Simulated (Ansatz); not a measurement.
The reference is SnO2 in the rutile structure (space group P4_2/mnm, No. 136; a = 4.769 Å, c = 3.211 Å).

The other end (x = 1) is SnS2 in the rutile structure (space group P4_2/mnm, No. 136; a hypothetical phase, not in the database extracts checked): 23.26 Å³/atom, gap zero; this end may not be an ambient phase.

Calculations: Kohn–Sham DFT with the PBEsol functional, run in Ansatz (a first-principles code) with PAW and 420 eV plane waves, no spin-orbit coupling, earlier PAW set.

S replaces a fraction x of O; each row is one arrangement (x, atoms in the cell, starting space group or random), fully relaxed.

One change was made to it. Results:

| quantity | base | after |
|---|---|---|
| deviation of the volume from the linear (Vegard-type) interpolation | – | -1.6 % |
| band gap | 0.92 eV | zero |
| mixing energy (to 0.01 eV only: unlike meshes or grids) (against an end that may be hypothetical) | – | +0.15 eV/atom |

Q: What was done to the base?
A. x(S) = 0.25, 12 atoms, Pmn2_1
B. x(S) = 0.25, 12 atoms, Pm
C. x(S) = 0.625, 12 atoms, Pm

A: B, x(S) = 0.25, 12 atoms, Pm. For comparison, the deviation of the volume from the linear in the other runs: x(S) = 0.625, 12 atoms, Pm gives -0.2 %; x(S) = 0.25, 12 atoms, Pmn2_1 gives -3.7 %.

Each cell is one ordered arrangement of few atoms, which overstates ordering effects compared with a random alloy. Whether these cells are dynamically stable was not tested. The base started in Pnnm and relaxed to P4_2/mnm at this level. All final runs are without spin polarisation. Under x(S) = 0.625, 12 atoms, Pm the cell changed shape so far that it is another structure. A zero or small gap of Sn2SO3 and SnS2 can be the functional's error rather than a property of the material.
